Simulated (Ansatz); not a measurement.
Start from SnS₂ in the rutile structure (space group P4_2/mnm, No. 136; a = 6.0706 Å, c = 3.7875 Å; a hypothetical phase, not in the database extracts checked).

Structures relaxed with PBEsol in Ansatz (plane waves to 420 eV, PAW, no SOC), earlier PAW set.

Base:

Simulated powder pattern, Cu Kα1, λ = 1.54056 Å (kinematic, ideal powder, no thermal factors, no anomalous dispersion; the 10 strongest lines at most, above 2 %, up to 2θ = 90°):

```csv
2θ (°),I/Imax (%),hkl
20.67,100,(110)
27.74,54,(101)
31.47,15,(111)
40.86,77,(211)
42.06,23,(220)
47.31,14,(310)
51.14,32,(301)
52.79,16,(112)
65.70,12,(222)
68.29,12,(411)
```

Perturbation: Se takes the place of S on all its sites, then cell and atoms are relaxed.

Question: How do the reflections move or split?

Answer: 
Simulated powder pattern, Cu Kα1, λ = 1.54056 Å (kinematic, ideal powder, no thermal factors, no anomalous dispersion; the 10 strongest lines at most, above 2 %, up to 2θ = 90°):

```tsv
2θ (°)	d (Å)	I/Imax (%)	hkl
19.55	4.536	100	(110)
26.26	3.391	21	(101)
29.78	2.998	74	(111)
31.15	2.869	31	(210)
38.61	2.330	95	(211)
39.71	2.268	39	(220)
45.37	1.997	22	(002)
48.23	1.885	63	(301)
61.85	1.499	20	(222)
84.88	1.141	21	(521)
```

The indices refer to each structure's own conventional cell; one index is shown for lines that coincide.

Stability against distortions was not tested. As relaxed here, SnSe2 is a hypothetical phase, not in the database extracts checked. The final runs are not spin-polarised.

Ansatz is a quantum-chemistry and plane-wave program.
